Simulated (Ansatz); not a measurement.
# CsGeI3: I → Rh

Take CsGeI3 (space group R3m, No. 160; a = 8.2603 Å, c = 10.3365 Å (hexagonal axes)) as the base.

It is then changed as follows: full substitution I → Rh, then cell and atoms are relaxed.

Computed with PBEsol, PAW, 420 eV (Ansatz, a program for electronic structure; without spin-orbit coupling), earlier PAW set. k-mesh 10×10×10 (Γ-centred); smearing 0.05 eV (Fermi–Dirac), for the changed cell.

The volume per atom falls by 21.09 Å³ (40.72 Å³ → 19.63 Å³) and the lattice parameter a falls by 1.519 Å to 6.741 Å. The c/a ratio decreases by 0.141 to 1.110 and the space group remains R3m (No. 160). The shortest interatomic distance drops by 0.406 Å, from 2.785 Å to 2.379 Å and the band gap becomes zero (base: 0.56 eV) (an upper bound: an edge found on the path is not a true extremum; the base alone).

Final structure:

```
CELL_PARAMETERS angstrom
      3.37046     1.94594     2.49462
     -3.37046     1.94594     2.49462
      0.00000    -3.89187     2.49462
ATOMIC_POSITIONS crystal
  Cs 0.08363 0.08363 0.08363
  Ge 0.65886 0.65886 0.65886
  Rh 0.54826 0.54826 0.13698
  Rh 0.13698 0.54826 0.54826
  Rh 0.54826 0.13698 0.54826
```

With I present, leaving out spin-orbit coupling can change the band edges. Whether these cells are dynamically stable was not tested. As relaxed here, CsRh3Ge is a hypothetical phase, not in the database extracts checked. The base started in Cm and relaxed to R3m at this level. The final runs are not spin-polarised. CsRh3Ge has a high density of states at the Fermi level and may be magnetic at this level.
